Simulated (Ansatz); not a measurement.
The starting structures come from a database of crystals and need not be the phases stable at ambient conditions.

```
CELL_PARAMETERS angstrom
      5.28815     0.00000     0.00000
      0.00000    11.37444     0.00000
      2.52783     5.68722     2.70989
ATOMIC_POSITIONS crystal
  Ca 0.25000 0.37247 0.00000
  Ca 0.75000 0.62753 0.00000
  W  0.25000 0.88357 0.00000
  W  0.75000 0.11643 0.00000
  O  0.84195 0.06109 0.29770
  O  0.15805 0.93891 0.70230
  O  0.65805 0.35879 0.70230
  O  0.34195 0.64121 0.29770
  O  0.85139 0.72672 0.48032
  O  0.14861 0.27328 0.51968
  O  0.64861 0.20704 0.51968
  O  0.35139 0.79296 0.48032
```

The cell is taken as given; by r2SCAN it stands under a pressure of -10.4 GPa.

Transport runs along the normal of the first two printed cell vectors.

No gap correction and no spin-orbit coupling; mid-gap is the computed energy nearest the middle.

Question: Give the band gap and the smallest decay constant κ at mid-gap that r2SCAN run with Ansatz (a quantum-chemistry and plane-wave program) yields.

Answer: Gap 4.12 eV on a 8×12×12 mesh; κ = 0.505 1/Å, at the zone centre.
